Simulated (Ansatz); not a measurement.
Results of r²SCAN (PAW; Ansatz, a program for electronic structure) for Pt₃Sn (Pm-3m, No. 221, 4 atoms in the cell; start mp-20971).

Input file:

Ansatz 0.2 input:
```yaml
crystal:
  lattice:
    - [3.9983875796, 0.0, 0.0]
    - [0.0, 3.9983875796, 0.0]
    - [0.0, 0.0, 3.9983875796]
  atoms:
    - { symbol: Sn, position: [0.0, 0.0, 0.0] }
    - { symbol: Pt, position: [0.5, 0.5, 0.0] }
    - { symbol: Pt, position: [0.0, 0.5, 0.5] }
    - { symbol: Pt, position: [0.5, 0.0, 0.5] }
basis:
  ecutwfc: 560
  ecutrho_ratio: 4
  xc_grid: 3
kpoints:
  mp_grid: { grid: [14, 14, 14] }
hamiltonian:
  xc: r2scan
  dispersion: none
  pseudopotentials: { kind: paw }
scf:
  occupations: { method: fermi_dirac, width: 0.05 }
output:
  forces: true
  stress: true
  eigenvalues: true
relax:
  f_tol: 0.004
  escape_saddle: false
  max_steps: 80
```

Excerpt of the program's output:

```
WARN output.stress: scf.convergence.dr2_threshold = 1e-7 eV (the SCF's general default) is looser than the 4e-10 eV advised for a printed stress (1e-10 eV for …
Relaxation: its limit of steps is 80 (relax.max_steps)
Crystal: 4 atoms, lattice volume = 63.923 Å³
Basis set: ecut = 560 eV, 1935 PW (Γ), exchange–correlation on 96×96×96 points (27 copies of the dense FFT grid, shifted against one another)
Bands: 41, of which v1, the nominal top of the filled ones, is band 34 counted from 1 (33 counted from 0)
Symmetry: 48 space group operations
Space group: Pm-3m (ITA 221), of the structure as read, at distance tolerance 4.0e-5 Å
k-points: 120 of 2744
Functional: x = r2scan, c = r2scan; τ floored in thin density (d = 2e-4 eV/Å³)
SCF iter   1: F=—  HF=-43650.572490 eV  |F-HF|=—  |Δ(HF+E_count)|=         —  Δρ=1.56e-2  dr2=1.91e-1  dr2_τ=3.90e-2
SCF iter   2: F=—  HF=-43650.567421 eV  |F-HF|=—  |Δ(HF+E_count)|=   5.07e-3  Δρ=6.57e-3  dr2=3.64e-2  dr2_τ=3.52e-3
  ...
SCF 1 converged in 8 iterations: F = -43650.563481 eV  dr2 = 1.97e-8
relax step   1: F+E_penalty+E_count = -43650.56348149 eV  Δ(F+E_penalty+E_count) = +0.000e0 eV  max|allowed force component| = 5.765e-29 eV/Å  Δτ_max = 0.0000 Å  (8 SCF iters, accepted)
Crystal: 4 atoms, lattice volume = 63.923 Å³
Initial density: handed on by an earlier stage of this run
SCF iter   1: F=—  HF=-43650.563481 eV  |F-HF|=—  |Δ(HF+E_count)|=         —  Δρ=4.91e-6  dr2=1.97e-8  dr2_τ=1.47e-9
SCF iter   2: F=-43650.563481 eV  HF=-43650.563481 eV  |F-HF|=3.79e-9  |Δ(HF+E_count)|=   2.68e-9  Δρ=3.21e-6  dr2=8.79e-9  dr2_τ=1.65e-10
SCF 2 converged in 2 iterations: F = -43650.563481 eV  dr2 = 8.79e-9
SCF converged after 2 iterations
Free energy (F): -43650.563481 eV
Internal energy: -43650.553571 eV  (E = F + TS)
E sigma→0 (E₀):  -43650.558526 eV
Fermi energy:    21.603265 eV
--- Forces (eV/Å), atoms counted from 1 ---
  atom   1  Sn     0.00000000    -0.00000000    -0.00000000
  atom   2  Pt     0.00000000    -0.00000000    -0.00000000
  atom   3  Pt     0.00000000    -0.00000000     0.00000000
  atom   4  Pt     0.00000000    -0.00000000     0.00000000
--- Stress (GPa, compression-positive) ---
        4.709152      -0.000000       0.000000
        0.000000       4.709152       0.000000
        0.000000       0.000000       4.709152
  P = ⅓ Tr σ = 4.7092 GPa (47.092 kbar)
```

The cell is one volume of an energy–volume scan, off the minimum.

The PAW data were made under PBE.

Note: the relaxation could not lower the start's symmetry, so the cell can be a saddle point above a distorted one.

A start named mp-… is a Materials Project structure, which need not be a measured phase.
